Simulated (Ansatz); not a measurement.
The reference is SiC in the wurtzite structure (space group P6_3mc, No. 186; a = 3.076 Å, c = 5.048 Å).

Modification: cell and atoms relaxed at a pressure of 5 GPa.

Levels (all Ansatz, a first-principles code, PAW): PBEsol (420 eV, no spin-orbit coupling); HSE06 (420 eV, without spin-orbit coupling).

The geometry is relaxed with PBEsol.

| Quantity | Result |
|---|---|
| PBEsol lowest conduction level above the VBM at special points | K 2.09 eV; M 2.69 eV; L 3.22 eV; Γ 4.91 eV |

With HSE06 at the same geometry, the lowest conduction level above the VBM at special points goes from K 2.09 eV; M 2.69 eV; L 3.22 eV; Γ 4.91 eV to K 3.13 eV; M 3.78 eV; L 4.33 eV; Γ 6.15 eV.

Single points use the geometry relaxed with PBEsol. HSE06 was sampled on its mesh, a few special points and the semilocal edge points, so its gap is an upper bound. The levels and masses belong to the bands next to the band gap. Load acts through the strain it causes; cell and atoms are relaxed under it. Stability against distortions was not tested. No other phases were tried under pressure.
